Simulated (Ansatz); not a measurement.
The starting structures come from a database of crystals and need not be the phases stable at ambient conditions.

The decay constant κ of evanescent states in the gap governs leakage through a thin film.

Data:

```xyz
18
Lattice="6.8798 0.0000 0.0000 1.5847 7.8882 0.0000 0.0000 0.0000 6.1854" Properties=species:S:1:pos:R:3 pbc="T T T"
K      3.7836     2.0020     1.5463
K      4.6809     5.8861     4.6390
Zn     1.2333     5.2212     1.5463
Zn     7.2312     2.6670     4.6390
B      6.9529     7.0859     1.5463
B      1.5117     0.8022     4.6390
H      5.7479     7.0812     1.5463
H      2.7166     0.8070     4.6390
H      7.2816     6.4896     0.4911
H      1.1829     1.3986     5.6943
H      1.1829     1.3986     3.5838
H      7.2816     6.4896     2.6016
H      5.9633     0.2564     1.5463
H      2.5012     7.6318     4.6390
Cl     7.2506     3.1434     1.5463
Cl     1.2140     4.7447     4.6390
Cl     3.4756     5.2393     1.5463
Cl     4.9889     2.6488     4.6390
```

Space group of this cell: P2_1/m. The cell is taken as given; by r2SCAN its mean pressure is -1.2 GPa.

Transport runs along the normal of the first two printed cell vectors.

No gap correction and no spin-orbit coupling; mid-gap values are interpolated between computed energies.

Problem. Compute, with r2SCAN (Ansatz, an electronic-structure program), the band gap and the smallest decay constant κ at mid-gap.

Solution. Gap 5.51 eV on a 6×4×6 mesh; κ = 0.444 1/Å, at the zone centre.
